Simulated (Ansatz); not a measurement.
The structure below was relaxed with plane-wave PAW DFT at the r2SCAN level (Ansatz, a program for electronic structure, 500 eV), spin-orbit coupling left out, earlier PAW set, at pressure 4.2 GPa.

Space group Im-3m (No. 229); a = b = c = 3.156 Å, α = β = γ = 90.00°

| atom | site | symmetry | x | y | z |
|---|---|---|---|---|---|
| W | 2a | m-3m | 0.0000 | 0.0000 | 0.0000 |

Write out a cell with all atoms.


```xyz
2
Lattice="3.1563 0.0000 0.0000 0.0000 3.1563 0.0000 0.0000 0.0000 3.1563" Properties=species:S:1:pos:R:3 pbc="T T T"
W      0.0000     0.0000     0.0000
W      1.5781     1.5781     1.5781
```
This is the conventional cell.

Load acts through the strain it causes; cell and atoms are relaxed under it. Stability against distortions was not tested. All final runs are without spin polarisation. The cell was made from W in the bcc (W type) structure (space group Im-3m, No. 229) by this change: pressure 4.2 GPa.
